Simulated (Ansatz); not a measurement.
# Response to strain in ZnO

The parent structure is ZnO in the wurtzite structure (space group P6_3mc, No. 186).

```
CELL_PARAMETERS angstrom
      3.18693     0.00000     0.00000
     -1.59347     2.75997     0.00000
      0.00000     0.00000     5.15257
ATOMIC_POSITIONS crystal
  Zn 0.33333 0.66667 0.00179
  Zn 0.66667 0.33333 0.50179
  O  0.33333 0.66667 0.38021
  O  0.66667 0.33333 0.88021
```

Cartesian axes are those of the cell as printed.

Strains are applied to the cell and any free atomic positions relax.

Level of theory: plane-wave PAW DFT at the LDA level (Ansatz, a quantum-chemistry and plane-wave program, 420 eV), no spin-orbit coupling.

Notes on the quantities. energy relative to the base: free energy F.

```csv
change,electron mass,energy relative to the base,shortest interatomic distance
base,0.15 mₑ (at Γ),0 meV/atom,1.944 Å
uniaxial strain ε_xx = −3.00 %,0.16 mₑ (at Γ),+7.1 meV/atom,1.923 Å
uniaxial strain ε_xx = −2.40 %,0.15 mₑ (at Γ),+4.5 meV/atom,1.927 Å
uniaxial strain ε_xx = −1.80 %,0.15 mₑ (at Γ),+2.5 meV/atom,1.932 Å
uniaxial strain ε_xx = −1.20 %,0.15 mₑ (at Γ),+1.1 meV/atom,1.936 Å
uniaxial strain ε_xx = −0.60 %,0.15 mₑ (at Γ),+0.3 meV/atom,1.940 Å
```

The levels and masses belong to the bands next to the band gap. Effective masses come from finite differences of ±0.01 Å⁻¹. No phonon test of stability was made.
